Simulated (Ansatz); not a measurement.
Take InMo₃Se₃ (space group P6_3/m, No. 176; a = 8.768 Å, c = 4.477 Å; a cell from a computed database, its experimental status unchecked) as the base.

Calculations: PBEsol, PAW, 420 eV (Ansatz, an electronic-structure program; scalar-relativistic without spin-orbit coupling).

One change was made to it. Results:

The density goes up by 0.90 g/cm³ to 8.03 g/cm³; the c/a ratio rises by 0.0318 to 0.542; the shortest interatomic distance decreases by 0.0243 Å, from 2.593 Å to 2.568 Å.

Task: Which of these changes matches the shifts?
A) pressure 0.3 GPa
B) pressure 0.7 GPa
C) pressure −2 GPa
D) pressure 5 GPa

Result: D, pressure 5 GPa. For comparison, the density in the other runs: pressure 0.3 GPa gives 7.19 g/cm³; pressure −2 GPa gives 6.58 g/cm³; pressure 0.7 GPa gives 7.28 g/cm³.

Load acts through the strain it causes; cell and atoms are relaxed under it. No phonon test of stability was made. Competing high-pressure phases were not computed. The final runs are not spin-polarised.
